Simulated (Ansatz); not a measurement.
Take SnTeO$_{3}$ (space group R3c, No. 161; a hypothetical phase, not in the database extracts checked) as the base.

```
CELL_PARAMETERS angstrom
      3.26542     1.88529     4.74077
     -3.26542     1.88529     4.74077
      0.00000    -3.77058     4.74077
ATOMIC_POSITIONS crystal
  Sn 0.53001 0.53001 0.53001
  Sn 0.03001 0.03001 0.03001
  Te 0.81456 0.81456 0.81456
  Te 0.31456 0.31456 0.31456
  O  0.39238 0.15568 0.63446
  O  0.63446 0.39238 0.15568
  O  0.15568 0.63446 0.39238
  O  0.13446 0.65568 0.89238
  O  0.65568 0.89238 0.13446
  O  0.89238 0.13446 0.65568
```

Cartesian axes are those of the cell as printed.

Calculations: PBE/PAW in Ansatz (a quantum-chemistry and plane-wave program), no spin-orbit coupling.

Before the change:

Smallest direct gap: 2.63 eV
Pressure: 0.00 GPa

Now apply this change: the cell is compressed by 1.22 % along y with no lateral relaxation; the atoms relax in the strained cell.

**Question.** What does the calculation give for the smallest direct gap and pressure after the change?

**Answer.** The smallest direct gap drops by 0.66 eV to 1.97 eV; the pressure (mean of the normal stresses, compression positive) goes from zero to 1.94 GPa.

With Te present, leaving out spin-orbit coupling can change the band edges. Stability against distortions was not tested. Under uniaxial strain ε_yy = −1.22 % the cell ends below the base's energy or with stress of the wrong sign: the atoms slid into a distortion or the cell is elastically unstable, so the base is not a stable minimum at this level.
